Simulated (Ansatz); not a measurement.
# ZnS: response to strain

Take ZnS in the zinc blende structure (space group F-43m, No. 216; a = 5.357 Å) as the base. Axes: x, y, z lie along the cube axes.

Strains are applied to the cell and any free atomic positions relax.

Computed with Ansatz (a quantum-chemistry and plane-wave program) PBEsol, spin-orbit coupling left out.

Notes on the quantities. energy relative to the base: free energy F; pressure: mean of the normal stresses, compression positive.

```csv
variant,energy relative to the base,band gap,pressure,shortest interatomic distance
base,0 meV/atom,2.09 eV,-0.01 GPa,2.319 Å
tensor shear ε_xy = +1.71 %,+3.4 meV/atom,1.97 eV,0.00 GPa,2.313 Å
tensor shear ε_xy = +0.57 %,+0.4 meV/atom,2.05 eV,-0.01 GPa,2.317 Å
tensor shear ε_xy = +1.43 %,+2.4 meV/atom,1.99 eV,0.00 GPa,2.314 Å
tensor shear ε_xy = +0.29 %,+0.1 meV/atom,2.07 eV,-0.01 GPa,2.318 Å
tensor shear ε_xy = +2.00 %,+4.7 meV/atom,1.95 eV,0.00 GPa,2.312 Å
tensor shear ε_xy = +1.14 %,+1.5 meV/atom,2.01 eV,-0.01 GPa,2.315 Å
tensor shear ε_xy = +0.86 %,+0.9 meV/atom,2.03 eV,-0.01 GPa,2.316 Å
```

Whether these cells are dynamically stable was not tested.
